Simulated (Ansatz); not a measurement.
Base system: Mo in the bcc (W type) structure (space group Im-3m, No. 229; a = 3.1115 Å; relaxed with 0.1 eV smearing).

Computed with LDA in Ansatz (plane waves to 420 eV, PAW, without spin-orbit coupling).

Strains are applied to the cell and any free atomic positions relax.

One change was made to it. Results:

| quantity | base | after |
|---|---|---|
| energy relative to the base (free energy F) | 0 meV/atom | +71 meV/atom |
| pressure | 0.0 GPa | -18.5 GPa |

**Question.** Name the change that was made.
(A) isotropic strain −0.50 %
(B) isotropic strain −3.00 %
(C) isotropic strain +3.00 %
(D) isotropic strain +2.50 %

**Answer.** D, isotropic strain +2.50 %. For comparison, the energy relative to the base in the other runs: isotropic strain −0.50 % gives +3.1 meV/atom; isotropic strain +3.00 % gives +101 meV/atom; isotropic strain −3.00 % gives +122 meV/atom.

Whether these cells are dynamically stable was not tested. All final runs are without spin polarisation.

Ansatz is a quantum-chemistry and plane-wave program.
